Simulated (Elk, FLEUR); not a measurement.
An Elk input for a self-consistent single point of LaIn₅Rh (P4/mmm, 7 atoms in the cell) (DFT, PBEsol, all-electron FP-LAPW, Elk's shipped species files, APW+lo basis with extra local orbitals):

```
tasks
  0

xctype
  22

rgkmax
  8.0

gmaxvr
  14.0

nxlo
  2

lorbcnd
  .true.

rmtscf
  0.93

lmaxi
  3

swidth
  0.00183747

maxscl
  100

avec
    8.5976926184    0.0000000000    0.0000000000
    0.0000000000    8.5976926184    0.0000000000
    0.0000000000    0.0000000000   13.9456704634

sppath
  'species/'

atoms
  3
  'La.in'
  1
  0.0000000000  0.0000000000  0.0000000000    0.0 0.0 0.0
  'In.in'
  5
  0.5000000000  0.5000000000  0.0000000000    0.0 0.0 0.0
  0.5000000000  0.0000000000  0.6922300000    0.0 0.0 0.0
  0.5000000000  0.0000000000  0.3077700000    0.0 0.0 0.0
  0.0000000000  0.5000000000  0.6922300000    0.0 0.0 0.0
  0.0000000000  0.5000000000  0.3077700000    0.0 0.0 0.0
  'Rh.in'
  1
  0.0000000000  0.0000000000  0.5000000000    0.0 0.0 0.0

ngridk
  5 5 3
```

Problem. Give the FLEUR input for the same structure, mesh, smearing and functional.

Solution. One input that does it (others would too):

Input of the input generator:

```
LaIn5Rh
&input film=f /
4.5497030000 0.0000000000 0.0000000000
0.0000000000 4.5497030000 0.0000000000
0.0000000000 0.0000000000 7.3797310000
1.8897261246
1.0 1.0 1.0

7
57 0.0000000000 0.0000000000 0.0000000000
49 0.5000000000 0.5000000000 0.0000000000
49 0.5000000000 0.0000000000 0.6922300000
49 0.5000000000 0.0000000000 0.3077700000
49 0.0000000000 0.5000000000 0.6922300000
49 0.0000000000 0.5000000000 0.3077700000
45 0.0000000000 0.0000000000 0.5000000000

&comp jspins=1 /
&exco xctyp='PBEs' /
&kpt div1=5 div2=5 div3=3 /
&end /
```

```xml
<?xml version="1.0" encoding="UTF-8" standalone="no"?>
<fleurInput fleurInputVersion="0.39">
   <comment>
      LaIn5Rh                                                                                             
   </comment>
   <calculationSetup>
      <cutoffs Kmax="4.2" Gmax="16.8" GmaxXC="16.8" numbands="0"/>
      <scfLoop itmax="100" minDistance="0.00001" maxIterBroyd="40" imix="Anderson" alpha="0.05" precondParam="0.0" spinf="2.0"/>
      <coreElectrons ctail="T" frcor="F" kcrel="0" coretail_lmax="0"/>
      <xcFunctional name="PBEs" relativisticCorrections="F"/>
      <magnetism jspins="1"/>
      <soc l_soc="F" theta="0.0" phi="0.0" spav="F"/>
      <expertModes spex="0" secvar="F"/>
      <geometryOptimization l_f="T" forcealpha="1.0" forcemix="BFGS" epsdisp="0.00001" epsforce="0.00001"/>
      <ldaU l_linMix="F" mixParam="0.05" spinf="1.0"/>
   </calculationSetup>
   <cell>
      <bzIntegration valenceElectrons="91.0" mode="hist" fermiSmearingEnergy="0.00183747">
         <kPointListSelection listName="default-1"/>
         <!-- k-points included here -->
         <xi:include xmlns:xi="http://www.w3.org/2001/XInclude" href="kpts.xml"> </xi:include>
      </bzIntegration>
      <!-- symmetry operations included here -->
      <xi:include xmlns:xi="http://www.w3.org/2001/XInclude" href="sym.xml"> </xi:include>
      <bulkLattice scale="1.0">
         <bravaisMatrix>
            <row-1>    8.5976926182709938     0.0000000000000000     0.0000000000000000</row-1>
            <row-2>    0.0000000000000000     8.5976926182709938     0.0000000000000000</row-2>
            <row-3>    0.0000000000000000     0.0000000000000000    13.9456704632204804</row-3>
         </bravaisMatrix>
      </bulkLattice>
   </cell>
   <atomSpecies>
      <species name="Lanthanum (La)" element="La" atomicNumber="57">
         <mtSphere radius="2.68" gridPoints="925" logIncrement="0.014"/>
         <atomicCutoffs lmax="10" lnonsphr="8"/>
         <electronConfig flipSpins="F">
            <coreConfig>(1s1/2) (2s1/2) (2p1/2) (2p3/2) (3s1/2) (3p1/2) (3p3/2) (4s1/2) (3d3/2) (3d5/2) (4p1/2) (4p3/2) (4d3/2) (4d5/2)</coreConfig>
            <valenceConfig>(5s1/2) (5p1/2) (5p3/2) (6s1/2) (5d3/2) (5d5/2)</valenceConfig>
            <stateOccupation state="(5d3/2)" spinUp="0.2" spinDown="0.2"/>
            <stateOccupation state="(5d5/2)" spinUp="0.3" spinDown="0.3"/>
         </electronConfig>
         <energyParameters s="6" p="6" d="5" f="4"/>
         <lo type="SCLO" l="0" n="5" eDeriv="0"/>
         <lo type="SCLO" l="1" n="5" eDeriv="0"/>
      </species>
      <species name="Indium (In)" element="In" atomicNumber="49">
         <mtSphere radius="2.41" gridPoints="833" logIncrement="0.015"/>
         <atomicCutoffs lmax="10" lnonsphr="8"/>
         <electronConfig flipSpins="F">
            <coreConfig>(1s1/2) (2s1/2) (2p1/2) (2p3/2) (3s1/2) (3p1/2) (3p3/2) (4s1/2) (3d3/2) (3d5/2) (4p1/2) (4p3/2)</coreConfig>
            <valenceConfig>(5s1/2) (4d3/2) (4d5/2) (5p1/2) (5p3/2)</valenceConfig>
            <stateOccupation state="(5p1/2)" spinUp="0.1666666666667" spinDown="0.1666666666667"/>
            <stateOccupation state="(5p3/2)" spinUp="0.3333333333333" spinDown="0.3333333333333"/>
         </electronConfig>
         <energyParameters s="5" p="5" d="5" f="4"/>
         <lo type="SCLO" l="2" n="4" eDeriv="0"/>
      </species>
      <species name="Rhodium (Rh)" element="Rh" atomicNumber="45">
         <mtSphere radius="2.41" gridPoints="833" logIncrement="0.015"/>
         <atomicCutoffs lmax="10" lnonsphr="8"/>
         <electronConfig flipSpins="F">
            <coreConfig>(1s1/2) (2s1/2) (2p1/2) (2p3/2) (3s1/2) (3p1/2) (3p3/2) (4s1/2) (3d3/2) (3d5/2)</coreConfig>
            <valenceConfig>(4p1/2) (4p3/2) (5s1/2) (4d3/2) (4d5/2)</valenceConfig>
            <stateOccupation state="(5s1/2)" spinUp="0.5" spinDown="0.5"/>
            <stateOccupation state="(4d3/2)" spinUp="1.6" spinDown="1.6"/>
            <stateOccupation state="(4d5/2)" spinUp="2.4" spinDown="2.4"/>
         </electronConfig>
         <energyParameters s="5" p="5" d="4" f="4"/>
         <lo type="SCLO" l="1" n="4" eDeriv="0"/>
      </species>
   </atomSpecies>
   <atomGroups>
      <atomGroup species="Lanthanum (La)">
         <relPos label="                   1">.0000000000 .0000000000 .0000000000</relPos>
         <force calculate="T" relaxXYZ="TTT"/>
      </atomGroup>
      <atomGroup species="Indium (In)">
         <relPos label="                   2">1.000/2.000 1.000/2.000 .0000000000</relPos>
         <force calculate="T" relaxXYZ="TTT"/>
      </atomGroup>
      <atomGroup species="Indium (In)">
         <relPos label="                   3">1.000/2.000 .0000000000 -.3077700000</relPos>
         <relPos label="                   4">1.000/2.000 .0000000000 .3077700000</relPos>
         <relPos label="                   5">.0000000000 1.000/2.000 -.3077700000</relPos>
         <relPos label="                   6">.0000000000 1.000/2.000 .3077700000</relPos>
         <force calculate="T" relaxXYZ="TTT"/>
      </atomGroup>
      <atomGroup species="Rhodium (Rh)">
         <relPos label="                   7">.0000000000 .0000000000 1.000/2.000</relPos>
         <force calculate="T" relaxXYZ="TTT"/>
      </atomGroup>
   </atomGroups>
   <output dos="F" band="F" slice="F">
      <checks vchk="F" cdinf="F"/>
      <bandDOS minEnergy="-.5*Htr" maxEnergy="0.5*Htr" sigma="0.015" storeEVData="T"/>
      <vacuumDOS vacdos="F" integ="F" star="F" nstars="0" locx1="0.0" locy1="0.0" locx2="0.0" locy2="0.0" nstm="0" tworkf="0.0"/>
      <unfoldingBand unfoldBand="F" supercellX="1" supercellY="1" supercellZ="1"/>
      <plotting iplot="0" polar="F">
         <plot TwoD="T" vec1="  1.0  0.0  0.0" vec2="  0.0  1.0  0.0" vec3="  0.0  0.0  1.0" zero="  0.0  0.0  0.0" file="plot"/>
      </plotting>
      <chargeDensitySlicing numkpt="0" minEigenval="0.0" maxEigenval="0.0" nnne="0" pallst="F"/>
      <specialOutput eonly="F"/>
      <magneticCircularDichroism mcd="F" energyLo="-10.0" energyUp="0.0"/>
   </output>
  <!-- We include the file relax.xml here to enable relaxations (see documentation) -->
  <xi:include xmlns:xi="http://www.w3.org/2001/XInclude" href="relax.xml"> <xi:fallback/> </xi:include>
</fleurInput>
```

Basis settings and potentials, where a program has them, do not carry over. This input uses DFT, PBEsol, all-electron FLAPW (FLEUR), scalar-relativistic valence.

The starting cell comes from a database of computed structures (which also holds hypothetical and non-ambient phases and stackings), without a prior relaxation at this level. Its lattice was rescaled by a random factor within 2.5 % of one. For this run, on top of that: lattice scaled by 0.98.
